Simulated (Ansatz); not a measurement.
Functionals compared on CH3 on the 1x1 (111) surface of fcc Ni, ferromagnetic, one in a 2x2 cell, started at the site 'bridge Ni-Ni (span 2.5 Å)', in Ansatz (plane waves, PAW). The structure was relaxed with PBE; the other rows are single points on it, each with its references at the same level. Cutoff 420 eV.

Set-up: 20 atoms, 6.0 Å thick at the start under the adsorbate (thin: gaps and levels are the slab's own); mesh 7x7x1; 0.1 eV smearing; dipole correction on; 8 atoms held, the rest relaxed; no symmetry held; spin-polarised, no spin-orbit, no U, no dispersion correction. At the end it is bonded to 3 Ni. In PBE it is, or lies within 0.03 eV of, the lowest of the starts that converged. These notes are the PBE run's. Adsorption energies are against CH4(g) − ½ H2(g). A negative adsorption energy means that the adsorbate is more stable on the surface than in its reference.

| functional | adsorption energy (eV) | work function of the top face (eV) | change of the work function (eV) | magnetic moment of the cell (μB) | rough cost of the single point |
|---|---|---|---|---|---|
| PBE | 0.59 | 3.68 | -1.40 | 9.93 | – |
| RPBE | … | … | … | 10.07 | very roughly 13 core-minutes |

### Question
Fill in the missing entries.

### Answer

- RPBE, adsorption energy (eV): 0.93
- RPBE, work function of the top face (eV): 3.57
- RPBE, change of the work function (eV): -1.33

Ansatz is an electronic-structure program.
